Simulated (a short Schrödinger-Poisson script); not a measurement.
**MOS inversion layer, SiO2 on p-type Si(100)**

Stack: MOS inversion layer, SiO2 on p-type Si(100), at 300 K.

| layer | material | thickness (nm) | Na (cm⁻³) |
|---|---|---|---|
| 1 | SiO2 | 3 | - |
| 2 | Si | 1600 | 6.9e16 |

The device is made up for the run: typed textbook-type constants, with dimensions and the other settings drawn at random. SiO2: permittivity 3.9, conduction-band edge (eV) 3.15, gap (eV) 9, electron mass (mₑ) 0.5. Si: permittivity 11.7, conduction-band edge (eV) 0, gap (eV) 1.124, Nv at 300 K (cm⁻³) 3.1e19.

Channel valleys (confinement mass, in-plane density-of-states mass, number): Δ2 0.916, 0.19, 2; Δ4 0.19, 0.417, 4. At the gate the conduction-band edge of layer 1 lies 3.52 eV − eVg above the Fermi level of the channel; the field vanishes at the back. Gaps are held at their typed values at every temperature. Mesh 0.03 nm at interfaces.

From a short Schrödinger-Poisson script (our own, NumPy): 1D Poisson equation in equilibrium, electrons quantum, Hartree (BenDaniel-Duke, 12 states a valley, the channel's in-plane mass for all, wave functions free to enter the dielectric), parabolic valleys, classical holes, full ionisation, no traps, pinning or gate leakage.

| Vg (V) | electrons (cm⁻²) | C (μF/cm²) | Δ2 E0 (meV) | Δ2 E1 (meV) | Δ4 E0 (meV) | Δ4 E1 (meV) |
|---|---|---|---|---|---|---|
| 0.1 | 2.10e6 | 0.0921 | 408.2 | 437.5 | 431.8 | 480.5 |
| 0.2 | 6.53e7 | 0.0863 | 318.0 | 348.8 | 342.7 | 394.1 |
| 0.3 | 2.08e9 | 0.0914 | 227.3 | 259.6 | 253.2 | 307.0 |
| 0.4 | 5.10e10 | 0.278 | 143.3 | 177.3 | 170.4 | 226.8 |
| 0.5 | 3.27e11 | 0.646 | 92.9 | 130.4 | 122.7 | 182.2 |
| 0.6 | 7.76e11 | 0.798 | 67.7 | 109.5 | 100.9 | 163.6 |
| 0.7 | 1.29e12 | 0.867 | 51.8 | 97.9 | 88.2 | 153.9 |
| 0.8 | 1.85e12 | 0.906 | 40.1 | 90.3 | 79.6 | 148.0 |
| 0.9 | 2.42e12 | 0.932 | 30.8 | 84.8 | 73.2 | 143.9 |
| 1 | 3.01e12 | 0.951 | 23.0 | 80.6 | 68.0 | 140.9 |
| 1.1 | 3.60e12 | 0.965 | 16.2 | 77.3 | 63.8 | 138.7 |
| 1.2 | 4.21e12 | 0.977 | 10.2 | 74.5 | 60.1 | 136.9 |
| 1.3 | 4.82e12 | 0.986 | 4.7 | 72.2 | 56.9 | 135.4 |
| 1.4 | 5.44e12 | 0.994 | -0.3 | 70.2 | 54.1 | 134.2 |
| 1.5 | 6.06e12 | 1.000 | -5.0 | 68.4 | 51.5 | 133.1 |
| 1.6 | 6.69e12 | 1.01 | -9.3 | 66.9 | 49.1 | 132.2 |
| 1.7 | 7.32e12 | 1.01 | -13.5 | 65.5 | 46.9 | 131.5 |
| 1.8 | 7.95e12 | 1.01 | -17.4 | 64.3 | 44.8 | 130.8 |
| 1.9 | 8.58e12 | 1.02 | -21.2 | 63.1 | 42.9 | 130.2 |
| 2 | 9.22e12 | 1.02 | -24.8 | 62.1 | 41.0 | 129.7 |

Gate voltages with under 1e6 electrons/cm² are left out.

Subbands count from the Fermi level.
